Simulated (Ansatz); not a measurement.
The starting structures come from a database of crystals and need not be the phases stable at ambient conditions.

 Where the default PAW files enter, the runs use the earlier of Ansatz's two default sets.

By LDA, the system below comes out a metal.

A figure of merit of an interconnect metal is its ballistic conductance per area.

Input:

```
CELL_PARAMETERS angstrom
      4.27269     0.00000     0.00000
      0.00000     5.50679     0.00000
      0.00000    -2.75340     4.76902
ATOMIC_POSITIONS crystal
  Cu 0.25000 0.84423 0.15577
  Cu 0.75000 0.15577 0.84423
  Cu 0.75000 0.15577 0.31154
  Cu 0.25000 0.84423 0.68846
  Cu 0.25000 0.31154 0.15577
  Cu 0.75000 0.68846 0.84423
  Sn 0.75000 0.66667 0.33333
  Sn 0.25000 0.33333 0.66667
```

Space group of this cell: P6_3/mmc. The cell is taken as given; by LDA its mean pressure is -6.5 GPa.

The current flows along the normal of the first two printed cell vectors, the (100) plane of the conventional cell. No spin-orbit coupling; the value is a mean over 0.1 eV about the Fermi level.

Compute, with Ansatz (a quantum-chemistry and plane-wave program) with LDA, the ballistic conductance per area.

0.75 × 10¹⁵ S/m² for both spins.
